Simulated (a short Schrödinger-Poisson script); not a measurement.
System: MOS inversion layer, SiO2 on p-type Si(100), at 400 K.

From the gate side: 1.4 nm SiO2; 410 nm Si, acceptors 1.1e18 cm⁻³.

Constants are typed, rounded textbook-type inputs, not results; the design itself was drawn at random and stands for no fabricated device. SiO2: permittivity 3.9, conduction-band edge (eV) 3.15, gap (eV) 9, electron mass (mₑ) 0.5. Si: permittivity 11.7, conduction-band edge (eV) 0, gap (eV) 1.124, Nv at 300 K (cm⁻³) 3.1e19.

Channel valleys (confinement mass, in-plane density-of-states mass, number): Δ2 0.916, 0.19, 2; Δ4 0.19, 0.417, 4. At the gate the conduction-band edge of layer 1 lies 3.35 eV − eVg above the Fermi level of the channel; the field vanishes at the back. Gaps are held at their typed values at every temperature. Mesh 0.03 nm at interfaces.

From a short Schrödinger-Poisson script (our own, NumPy): 1D Poisson equation in equilibrium, electrons quantum, Hartree (BenDaniel-Duke, 12 states a valley, the channel's in-plane mass for all, wave functions ending at the dielectric), parabolic valleys, classical holes, full ionisation, no traps, pinning or gate leakage.

```csv
Vg (V),electrons (cm⁻²),C (μF/cm²),Δ2 E0 (meV from the Fermi level),Δ4 E0 (meV from the Fermi level)
0.25,2.78e9,0.307,278.7,352.3
0.3,9.10e9,0.320,237.2,312.3
0.35,2.92e10,0.375,196.4,273.0
0.4,8.70e10,0.522,158.1,236.2
0.45,2.22e11,0.780,124.9,204.8
0.5,4.61e11,1.06,98.7,180.5
0.55,7.93e11,1.28,78.8,162.7
0.6,1.19e12,1.43,63.3,149.5
0.65,1.64e12,1.54,50.9,139.4
0.7,2.12e12,1.61,40.5,131.4
0.75,2.62e12,1.67,31.6,124.8
0.8,3.14e12,1.71,23.8,119.2
0.85,3.67e12,1.75,16.7,114.4
0.9,4.22e12,1.78,10.3,110.2
0.95,4.77e12,1.80,4.4,106.5
1,5.33e12,1.82,-1.2,103.1
1.05,5.90e12,1.84,-6.4,100.1
```

Gate voltages with under 1e9 electrons/cm² are left out.

### Question
At Vg = 1.05 V the lowest Δ2 subband lies at -6.4 meV from the Fermi level. How many electrons does it hold, and what share of all?

### Answer
The two-dimensional density of states is g m/(πħ²) = 1.59e11 cm⁻² meV⁻¹ (both spins), kT = 34.5 meV, so n = D kT ln(1 + exp(−E/kT)) = 4.33e12 cm⁻², 0.73 of the 5.90e12 cm⁻² in all.

### Question
Compare the slope of the sheet density between 0.95 and 1.05 V with the geometric capacitance of the layers between gate and channel.

### Answer
q Δn/ΔV = 1.81 μF/cm²; ε0/Σ(t/ε) = 2.47 μF/cm². The ratio is 0.73: the channel acts as a further capacitance in series.
